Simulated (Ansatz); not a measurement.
The starting structures come from a database of crystals and need not be the phases stable at ambient conditions.

 Where the default PAW files enter, the runs use the earlier of Ansatz's two default sets.

Tunnelling through a barrier is set by its complex band structure: the current falls as exp(−2κd) with the smallest κ.

Here is the system:

```yaml
crystal:
  lattice:
    - [6.47493, 0.00000, 0.00000]
    - [2.18794, 6.09407, 0.00000]
    - [2.14350, -3.04704, 3.61369]
  atoms:
    - { symbol: Zn, position: [0.00000, 0.00000, 0.00000] }
    - { symbol: Cu, position: [0.75000, 0.75000, 0.50000] }
    - { symbol: Cu, position: [0.25000, 0.25000, 0.50000] }
    - { symbol: Ge, position: [0.50000, 0.50000, 0.00000] }
    - { symbol: S, position: [0.12988, 0.61542, 0.48554] }
    - { symbol: S, position: [0.87012, 0.38458, 0.00000] }
    - { symbol: S, position: [0.61542, 0.12988, 0.51446] }
    - { symbol: S, position: [0.38458, 0.87012, 0.00000] }
```

Space group of this cell: Fmm2. The cell is strained (lengths along the current scaled by 0.97, ions clamped); by PBEsol its mean pressure is 2.0 GPa.

Transport runs along the normal of the first two printed cell vectors.

The gap is the functional's own. No spin-orbit coupling. Mid-gap values are interpolated on the energy grid.

Question: Predict the band gap and the smallest decay constant κ at mid-gap from PBEsol (Ansatz, a quantum-chemistry and plane-wave program).

Answer: Gap 0.48 eV on a 8×8×8 mesh; κ = 0.061 1/Å, at the zone centre.
